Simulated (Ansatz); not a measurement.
The parent structure is CdSe in the zinc blende structure (space group F-43m, No. 216; a = 6.1964 Å).

The values are results of PBE/PAW in Ansatz (a program for electronic structure), without spin-orbit coupling, earlier PAW set, not measurements.

One change was made to it. Results:

The band gap grows by 0.413 eV (0.49 eV → 0.91 eV); the lattice parameter a decreases by 0.4127 Å (6.196 Å → 5.784 Å).

### Question
Name the change that was made.
A) pressure 15 GPa
B) pressure −1 GPa
C) pressure −2 GPa
D) pressure 2.1 GPa
E) pressure 30 GPa

### Answer
A, pressure 15 GPa. For comparison, the band gap in the other runs: pressure 30 GPa gives 1.10 eV; pressure 2.1 GPa gives 0.58 eV; pressure −2 GPa gives 0.39 eV; pressure −1 GPa gives 0.44 eV.

Load acts through the strain it causes; cell and atoms are relaxed under it. Whether these cells are dynamically stable was not tested. Tetrahedral semiconductors of this kind turn to denser phases somewhere between about 1 and 50 GPa; those were not computed, so compressed cells here can lie past the real transition.
